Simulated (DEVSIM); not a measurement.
Structure: Schottky contact on n-type GaN, at 300 K.

Layer 1 from the left is GaN, thickness (μm) 4.70, Nd (cm⁻³) 9.3e14, τn (s) 2.4e-8, τp (s) 2.4e-8.

Left contact: Schottky, work function 5.49 eV, emission velocity 4.2e6 cm/s. Right contact: ohmic. Voltage is applied to the left contact. Recombination: SRH at mid-gap, Auger. Mobility is constant in doping.

The device is made up for the run: typed textbook-type constants, with dimensions and the other settings drawn at random. Values at 300 K.

GaN: gap (eV) 3.43, affinity (eV) 4.1, permittivity 9.5, Nc (cm⁻³) 2.3e18, Nv (cm⁻³) 4.6e19, μn (cm²/Vs) 1200, μp (cm²/Vs) 100, Cn (cm⁶/s) 1e-30, Cp (cm⁶/s) 1e-30.

DEVSIM, 1D drift-diffusion, Boltzmann statistics, complete ionisation; no tunnelling, impact ionisation, image-force lowering or self-heating. Metal contacts follow the ideal Schottky-Mott rule: no Fermi-level pinning, no interface dipoles.

Dark forward current:

```csv
|V| (V),|J| (A/cm²)
0.30,6.282e-13
0.35,4.323e-12
0.40,2.973e-11
0.45,2.044e-10
0.50,1.404e-9
0.55,9.635e-9
0.60,6.606e-8
0.65,4.524e-7
0.70,3.093e-6
0.75,2.110e-5
0.80,0.0001436
0.85,0.0009730
0.90,0.006553
0.95,0.04359
1.00,0.2798
1.05,1.578
1.10,6.244
1.15,15.59
1.20,28.33
1.25,43.01
1.30,58.86
1.35,75.44
1.40,92.52
1.45,110.0
1.50,127.7
1.55,145.6
```

Problem. Work out the local ideality factor n = ΔV / (kT/q · ln(J2/J1)) between the rows 0.30 and 0.35 V, 1.50 and 1.55 V.

Solution. kT/q = 25.85 mV. From 0.30 to 0.35 V: ln(4.323e-12/6.282e-13) = 1.929, n = 1.00, near the 1 of diffusion or emission over a barrier. From 1.50 to 1.55 V: ln(145.6/127.7) = 0.131, n = 14.74; the layers' resistance at their doping, Σ W/(qμN) = 0.0026 Ω cm², would take 47 mV of this step of 50 mV.

Problem. Estimate the current at 0.65 V for emission alone, J0 = q v N_band exp(−φB/kT), and read the barrier back from the simulated current.

Solution. φB = 1.390 eV, N_band = 2.30e18 cm⁻³, J0 = 6.87e-18 A/cm²; J = J0 (exp(qV/kT) − 1) = 5.72e-7 A/cm². The simulation gives 4.52e-7 A/cm²; the estimate lies 26 % above. Read backwards, the simulated current gives an apparent barrier of 1.396 eV. The estimate leaves out transport through the depletion region and minority injection.
